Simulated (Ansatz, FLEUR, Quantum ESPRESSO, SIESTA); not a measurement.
# One structure in several programs: LaSi2Ir2 (I4/mmm, 5 atoms in the cell)

Self-consistent single point.

```yaml
crystal:
  lattice:
    - [-2.06493, 2.06493, 5.17361]
    - [2.06493, -2.06493, 5.17361]
    - [2.06493, 2.06493, -5.17361]
  atoms:
    - { symbol: La, position: [0.00000, 0.00000, 0.00000] }
    - { symbol: Si, position: [0.62904, 0.62904, 0.00000] }
    - { symbol: Si, position: [0.37096, 0.37096, 0.00000] }
    - { symbol: Ir, position: [0.25000, 0.75000, 0.50000] }
    - { symbol: Ir, position: [0.75000, 0.25000, 0.50000] }
```

All programs got the same cell, k-point mesh and kind of occupations (in Ansatz's words: kpoints.mp_grid.grid = 9 9 9; scf.occupations.method = gaussian; scf.occupations.width = 0.02 Ry); potentials, basis and cutoffs are each program's usual ones.

| code | model | pressure (GPa) | largest force (eV/Å) | k-points | cutoff |
|---|---|---|---|---|---|
| Quantum ESPRESSO | PBEsol, GBRV 1.5 ultrasoft (PBESOL) pseudopotentials | -3.66 | 0.170 | 75 | 40 Ry |
| SIESTA | GGA PBEsol, numerical atomic orbitals DZP, PseudoDojo PBEsol standard norm-conserving potentials (rewritten from UPF to PSML) | -2.69 | 0.163 | 365 | grid 300 Ry |
| Ansatz | PBEsol, PAW files made with PBE | -3.44 | 0.153 | 75 | 30.9 Ry |
| FLEUR | PBEsol, all-electron FLAPW (FLEUR), scalar-relativistic valence | – | 0.201 | 75 | Kmax 3.9 1/bohr |

A dash marks a value that a program does not give, or that is left out as unsure.

The spread over the programs that give each value: pressure within 0.97 GPa; largest force within 0.048 eV/Å.

The starting cell comes from a database of computed structures (which also holds hypothetical and non-ambient phases and stackings), without a prior relaxation at this level. On Ansatz's run: Spin-orbit coupling is off. Spin polarisation is off. In the base run, with a pressure of about -3 GPa the cell is away from its equilibrium volume at this level.

Question: Why do the programs differ, and what cannot be compared?

Answer: Differences of this kind can come from the potentials, where these differ, and from what each basis and cutoff leave unconverged. The valence holds different numbers of electrons (Quantum ESPRESSO 49, SIESTA 53, Ansatz (a first-principles code) 53, FLEUR 49). The zero of total energies and Fermi levels follows the potentials and each program's conventions, so they are not compared here. SIESTA uses small atom-centred bases, whose incompleteness enters pressures, forces and empty levels differently from a plane-wave cutoff. FLEUR treats all electrons, but the usual bases taken here (sphere radii, linearisation, local orbitals, empty states) were not tested for convergence, so the values are no reference for the others. Ansatz's pressure is given at a fixed set of plane waves, as the other plane-wave codes print theirs. Ansatz's smearing width was typed in Ry to four decimals, so it matches the others to a few per cent. The programs reduce the same mesh by symmetry to different extents, which changes the work and not the result.

Left out of this page: ABINIT (stopped by limits of time or memory); Elk (not drawn, or without a comparable value).

Keys are those of Ansatz 0.2.
